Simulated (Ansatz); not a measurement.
The parent structure is AlN in the wurtzite structure (space group P6_3mc, No. 186; a = 3.1138 Å, c = 4.9836 Å).

The change: cell and atoms relaxed at a pressure of 9 GPa.

Levels (all Ansatz, a first-principles code, PAW): PBEsol (420 eV, no spin-orbit coupling); r2SCAN (500 eV, without spin-orbit coupling); HSE06 (420 eV, no spin-orbit coupling).

One geometry, relaxed with PBEsol, under each level:

```tsv
level	band gap	lowest conduction level above the VBM at special points	electron mass	pressure
PBEsol	4.44 eV	Γ 4.44 eV; K 4.91 eV; L 5.30 eV; M 5.76 eV	0.31 mₑ (at Γ)	8.99 GPa
r2SCAN	5.18 eV	Γ 5.18 eV; K 5.72 eV; L 6.12 eV; M 6.54 eV	0.32 mₑ (at Γ)	8.05 GPa
HSE06	5.92 eV	Γ 5.92 eV; K 6.37 eV; L 6.79 eV	–	–
```

Single points use the geometry relaxed with PBEsol. Their cutoffs differ, which shifts pressures a little. Load acts through the strain it causes; cell and atoms are relaxed under it. Masses are band curvatures over ±0.01 Å⁻¹ around the edge. Stability against distortions was not tested. Tetrahedral semiconductors of this kind turn to denser phases somewhere between about 1 and 50 GPa; those were not computed, so compressed cells here can lie past the real transition.
